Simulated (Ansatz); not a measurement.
Consider N vacancy in zinc-blende BN, charge state +3. The step: one N atom jumps into the vacancy from a nearby N site; the atom moves 2.52 Å along (0.00, -0.49, -0.49) of the unit cell; the moving atom starts with neighbours B at 1.47, 2 B at 1.58, B at 1.62 Å and ends with B at 1.47, 2 B at 1.58, B at 1.63 Å. DFT values are from Ansatz (plane-wave PAW, 420 eV unless said) in a cell of 64 host sites, spin-restricted, static, with no finite-size correction. The charge state is imposed; whether it is stable for some Fermi level was not computed. Forms of the defect that were not tried may lie lower. For the PBE band: the saddle point's order was not checked, and it lies on a symmetry element of the cell, where a band can be held.

| Level | Forward barrier (eV) | Cost of the band or of the saddle's single point |
|---|---|---|
| CHGNet universal potential (has no charge state), its own band | 2.83 | - |
| PBE, a 2×2×2 k-point mesh shifted by half a step, band relaxed | 4.98 | very roughly 27 core-minutes |
| PBE, a 3×3×3 k-point mesh shifted by half a step, same geometries | 4.98 | around 2.2 core-minutes (rough) |
| r2SCAN at 500 eV, a 2×2×2 k-point mesh shifted by half a step, same geometries | ___ | very roughly 90 core-seconds |

What belongs in the gaps?


- r2SCAN at 500 eV, a 2×2×2 k-point mesh shifted by half a step, same geometries, Forward barrier (eV): 5.18

Ansatz is a first-principles code.
